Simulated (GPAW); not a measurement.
Band structure of Hf4AlSi (I422, 6 atoms in the cell).

```
CELL_PARAMETERS angstrom
     -3.32953     3.32953     2.60735
      3.32953    -3.32953     2.60735
      3.32953     3.32953    -2.60735
ATOMIC_POSITIONS crystal
  Hf 0.40414 0.90414 0.80828
  Hf 0.90414 0.09586 0.50000
  Hf 0.09586 0.59586 0.19172
  Hf 0.59586 0.40414 0.50000
  Al 0.50000 0.50000 0.00000
  Si 0.00000 0.00000 0.00000
```

Level of theory: PBEsol, GPAW PAW datasets PBEsol (made by gpaw-setup) (plane waves; GPAW).

Settings: mode = pw; ecut = 600 eV; xc = PBEsol; kpts = 6 6 6; mesh shift (steps) = 0 0 0; occupations.name = methfessel-paxton; occupations.width = 0.1 eV; occupations.order = 0; nbands = -10; symmetry.symmorphic = false; symmetry.tolerance = 0.0005; maxiter = 150; bandpath_npoints = 40.

The starting cell comes from a database of computed structures (which also holds hypothetical and non-ambient phases and stackings), without a prior relaxation at this level. Spin-orbit coupling is off.

Levels in eV from the Fermi level, bands 25 to 31:
```csv
point,25,26,27,28,29,30,31
Γ,-0.84,-0.75,-0.64,-0.64,1.90,2.24,2.38
X,-1.22,-0.71,-0.12,-0.09,1.51,1.52,1.82
M,-0.50,-0.35,0.07,0.48,0.74,0.74,1.55
Z,-0.61,-0.19,0.05,0.88,0.92,0.98,1.06
P,-0.53,-0.39,-0.39,-0.36,0.55,0.55,2.61
N,-0.46,-0.40,-0.11,0.10,0.43,0.53,2.19
Z1,-0.61,-0.19,0.05,0.88,0.92,0.98,1.06
```

Bands cross the Fermi level along this path, so the cell is metallic at this level.
